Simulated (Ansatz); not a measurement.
```cif
data_Ti2
_chemical_formula_sum 'Ti2'
_space_group_name_H-M_alt 'P63/mmc'
_space_group_IT_number 194
_space_group_name_Hall '-P 6c 2c'
_cell_length_a 2.80056
_cell_length_b 2.80056
_cell_length_c 4.43016
_cell_angle_alpha 90.000
_cell_angle_beta 90.000
_cell_angle_gamma 120.000
loop_
_atom_site_label
_atom_site_type_symbol
_atom_site_symmetry_multiplicity
_atom_site_Wyckoff_symbol
_atom_site_fract_x
_atom_site_fract_y
_atom_site_fract_z
_atom_site_occupancy
Ti1 Ti 2 d 0.66667 0.33333 0.25000 1
```

Another polymorph of this substance is known too; which is more stable was not tested here. The run noted for some of its cells that some bands missed the eigensolver's tolerance. The pressure is 15 GPa. The structure is held there; whether it is the stable one at that pressure was not tested.

### Question
By how much do the lattice constants and the volume change from 300 K to 675 K (quasi-harmonic approximation, DFT at the PBEsol level (Ansatz, a program for electronic structure)), and how far does the bulk modulus soften?

### Answer
a by 0.11 %, c by 0.26 %, the volume by 0.48 %; B_T goes from 163 to 157 GPa. No phase change or melting is allowed for: the numbers belong to this structure as given.

The PAW data sets were generated under PBE and serve the other functionals too.
